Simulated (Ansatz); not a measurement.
Start from ZnO in the wurtzite structure (space group P6_3mc, No. 186; a = 3.2352 Å, c = 5.2114 Å). Axes: x lies along a and z along c of the hexagonal cell.

All numbers come from r2SCAN in Ansatz (plane waves to 500 eV, PAW, no spin-orbit coupling).

For the base:

* **Volume per atom**: 11.81 Å³
* **Band gap**: 1.24 eV

Now apply this change: biaxial strain +4.50 %, plane normal [001], relaxed out of plane (Cartesian); in-plane vectors clamped, the third vector and the atoms free.

How does this affect the volume per atom and band gap?

The volume per atom increases by 0.415 Å³, from 11.81 Å³ to 12.22 Å³; the band gap goes up by 0.02 eV (1.24 eV → 1.26 eV).

Stability against distortions was not tested.

Ansatz is a program for electronic structure.
